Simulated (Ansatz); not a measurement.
Defect: Si-vacancy pair (Si on one host B site, one B site vacant) in zinc-blende BN, charge state -2. These are PBE, PAW (plane waves to 420 eV; Ansatz, a first-principles code) values and carry that method's errors.

64-site cell at the relaxed PBE lattice, a 2×2×2 k-point mesh shifted by half a step, smearing 0.01 eV, spin-restricted, no finite-size correction. Energies are static. The charge state is imposed; whether it is stable for some Fermi level was not computed. Forms of the defect that were not tried may lie lower.

Barriers: single points on a 3×3×3 k-point mesh shifted by half a step at the bands' geometries.

Relaxed starting cell (atoms counted from 1):

```
CELL_PARAMETERS angstrom
      7.24967     0.00000     0.00000
      0.00000     7.24967     0.00000
      0.00000     0.00000     7.24967
ATOMIC_POSITIONS crystal
  Si 0.99764 0.01016 0.01032
  B  0.00451 0.00360 0.49506
  B  0.00451 0.49490 0.00376
  B  0.99420 0.49423 0.49439
  B  0.49919 0.00030 0.00046
  B  0.49963 0.00030 0.50021
  B  0.49963 0.50005 0.00046
  B  0.49907 0.49875 0.49891
  N  0.13564 0.11295 0.38415
  N  0.13413 0.13442 0.86548
  N  0.12368 0.62237 0.37541
  N  0.12484 0.62630 0.87242
  N  0.62160 0.12500 0.37701
  N  0.62169 0.12516 0.87238
  N  0.62239 0.62645 0.37514
  N  0.62412 0.62413 0.87506
  B  0.99911 0.25411 0.74469
  B  0.99911 0.74453 0.25427
  B  0.00014 0.74648 0.74664
  B  0.49855 0.25046 0.25062
  B  0.49968 0.25044 0.74854
  B  0.49968 0.74838 0.25060
  B  0.49973 0.74923 0.74939
  N  0.13564 0.38399 0.11311
  N  0.12368 0.37525 0.62253
  N  0.13413 0.86532 0.13458
  N  0.12484 0.87226 0.62646
  N  0.62160 0.37685 0.12516
  N  0.62239 0.37498 0.62661
  N  0.62170 0.87222 0.12532
  N  0.62412 0.87490 0.62429
  B  0.25202 0.00243 0.26030
  B  0.25322 0.99996 0.74546
  B  0.24506 0.49408 0.24537
  B  0.24922 0.49925 0.74819
  B  0.74543 0.00348 0.25139
  B  0.74715 0.00121 0.74607
  B  0.75306 0.49514 0.25527
  B  0.74971 0.49910 0.74937
  N  0.37540 0.12508 0.12524
  N  0.37751 0.12451 0.62555
  N  0.37751 0.62539 0.12467
  N  0.37449 0.62435 0.62451
  N  0.84891 0.12748 0.12764
  N  0.87528 0.12536 0.62396
  N  0.87528 0.62380 0.12552
  N  0.87433 0.62574 0.62590
  B  0.25202 0.26014 0.00259
  B  0.24506 0.24521 0.49424
  B  0.25322 0.74530 0.00012
  B  0.24922 0.74803 0.49941
  B  0.74543 0.25123 0.00364
  B  0.75306 0.25511 0.49530
  B  0.74715 0.74592 0.00137
  B  0.74971 0.74921 0.49926
  N  0.37374 0.37403 0.37419
  N  0.37845 0.37660 0.87176
  N  0.37845 0.87160 0.37676
  N  0.37474 0.87462 0.87478
  N  0.86351 0.38440 0.38456
  N  0.87440 0.37434 0.87487
  N  0.87440 0.87471 0.37450
  N  0.86873 0.86724 0.86740
```
Cell charge -2.

End state 1 differs by these moves (Å; atoms that move under 0.08 Å are left out):

```
atom  element     Δx     Δy     Δz
----  -------  -----  -----  -----
1          Si  -0.06  -0.06   0.00
2           B  -0.06  -0.06   0.00
9           N  -0.08   0.09  -0.07
13          N  -0.05   0.08   0.05
24          N  -0.06  -0.05   0.09
30          N  -0.05  -0.06  -0.09
36          B   1.82   1.82   0.00
44          N   0.17   0.17   0.00
53          B  -0.06  -0.06   0.00
60          N   0.08  -0.05  -0.05
62          N   0.09  -0.08   0.07
```

**Question.** What is the computed forward and backward barriers to end state 1 (PBE, PAW)?

**Answer.** forward 3.69 eV, backward 3.69 eV; at the saddle point atom 36 has neighbours B at 1.92, B at 2.18; N at 1.38, 2 N at 1.69, 2 N at 2.11 Å. The program found a first-order saddle point.

End state 2 differs by these moves (Å; atoms that move under 0.08 Å are left out):

```
atom  element     Δx     Δy     Δz
----  -------  -----  -----  -----
1          Si   0.01  -0.08  -0.07
2           B   0.00   1.79  -1.71
9           N   0.00   0.16  -0.14
24          N  -0.08  -0.05   0.07
27          N   0.07  -0.06   0.06
36          B   0.03  -0.07   0.06
44          N   0.12   0.05   0.05
45          N  -0.08   0.07   0.08
53          B   0.00  -0.07   0.07
60          N   0.08  -0.06  -0.06
62          N  -0.07  -0.08  -0.07
```

**Question.** What forward and backward barriers to end state 2 does PBE, PAW give?

**Answer.** forward 3.72 eV, backward 3.13 eV; at the saddle point atom 2 has neighbours B at 2.01, B at 2.19; N at 1.38, N at 1.76, N at 1.79, N at 1.98, N at 2.07 Å. The program found a first-order saddle point.
